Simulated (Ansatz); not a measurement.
The starting structures come from a database of crystals and need not be the phases stable at ambient conditions.

By PBEsol, the system below comes out a metal.

A figure of merit of an interconnect metal is its ballistic conductance per area.

Input:

```
PtGe
1.0
    3.73003     0.00000     0.00000
    0.00000     5.75601     0.00000
    0.00000     0.00000     6.11156
Ge Pt
4 4
Cartesian
  0.93251   4.68499   3.59366
  2.79752   1.07102   2.51790
  2.79752   3.94903   0.53788
  0.93251   1.80698   5.57368
  0.93251   0.01065   1.17776
  2.79752   5.74536   4.93380
  2.79752   2.86736   4.23354
  0.93251   2.88865   1.87802
```

Space group of this cell: Pnma. The cell is taken as given; by PBEsol its mean pressure is -2.1 GPa.

The current flows along the normal of the first two printed cell vectors. No spin-orbit coupling; the value is a mean over 0.1 eV about the Fermi level.

Q: Compute, with PBEsol in Ansatz (a quantum-chemistry and plane-wave program), the ballistic conductance per area.

A: 0.38 × 10¹⁵ S/m² for both spins.
